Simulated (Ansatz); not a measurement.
Take Ta in the bcc (W type) structure (space group Im-3m, No. 229; a = 3.3048 Å) as the base. Axes: x, y, z lie along the cube axes.

Calculations: plane-wave PAW DFT at the r2SCAN level (Ansatz, a first-principles code, 500 eV), without spin-orbit coupling.

For the base:

Shortest interatomic distance: 2.862 Å

Perturbation: a free-standing slab of 5 layers (5 atoms, 1 a layer) is cut normal to [110], with 15 Å of vacuum and the in-plane cell held at bulk.

### Question
What happens to the change of the spacing d23 from its bulk value of 2.337 Å?

### Answer
The change of the spacing d23 from its bulk value of 2.337 Å comes out as -0.2 %.

### Question
How does this affect the excess energy per area of both faces?

### Answer
The excess energy per area of both faces (slab less bulk energy over the cell's area: twice a surface energy) is 5.2 J/m² (uncertain by up to 0.1 J/m²).

### Question
How does this affect the shortest interatomic distance?

### Answer
The shortest interatomic distance shrinks by 0.088 Å (2.862 Å → 2.774 Å).

### Question
How does this affect the change of the spacing d12 from its bulk value of 2.337 Å?

### Answer
The change of the spacing d12 from its bulk value of 2.337 Å amounts to -4.7 %.

The excess energy carries the mismatch between the slab's and the bulk's meshes. Stability against distortions was not tested. All final runs are without spin polarisation.
